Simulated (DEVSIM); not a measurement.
Structure: Pt/SiON/p-GaSb capacitor, at 300 K.

| layer (left to right) | material | thickness (nm) | Na (cm⁻³) |
|---|---|---|---|
| 1 | SiON | 7.40 | - |
| 2 | GaSb | 380 | 2.5e18 |

Metal gate on the left, work function 5.6 eV. Fixed charge at the semiconductor interface 1.6e11 cm⁻² (in units of +e); no interface traps.

Constants are typed, rounded textbook-type inputs, not results; the design itself was drawn at random and stands for no fabricated device. Values at 300 K.

| parameter | SiON | GaSb |
|---|---|---|
| gap (eV) | 7 | 0.726 |
| affinity (eV) | 1.4 | 4.06 |
| permittivity | 5.5 | 15.7 |
| Nc (cm⁻³) | - | 2.1e17 |
| Nv (cm⁻³) | - | 1.8e19 |

Model (solved in DEVSIM): 1D Poisson equation in equilibrium, Boltzmann statistics, complete ionisation; no quantum confinement or tunnelling. Metal contacts follow the ideal Schottky-Mott rule: no Fermi-level pinning, no interface dipoles.

Base results: capacitance of the dielectric stack (μF/cm²) 0.658; flat-band voltage (V) 0.83; minimum of the low-frequency capacitance (μF/cm²) 0.342.

Question: What follows from this one change: gate work function 5.6 → 5.45 eV?

Answer: capacitance of the dielectric stack little changed (0.658 μF/cm²); flat-band voltage 0.83 → 0.68 V; minimum of the low-frequency capacitance little changed (0.337 μF/cm²).

Question: What follows from this one change: SiON thickness 0.0074 → 0.0052 μm?

Answer: capacitance of the dielectric stack 0.658 → 0.937 μF/cm²; flat-band voltage 0.83 → 0.84 V; minimum of the low-frequency capacitance 0.342 → 0.399 μF/cm².

Question: What follows from this one change: substrate doping 2.5e+18 → 1.2e+17 cm^-3?

Answer: capacitance of the dielectric stack little changed (0.658 μF/cm²); flat-band voltage 0.83 → 0.91 V; minimum of the low-frequency capacitance 0.342 → 0.139 μF/cm².
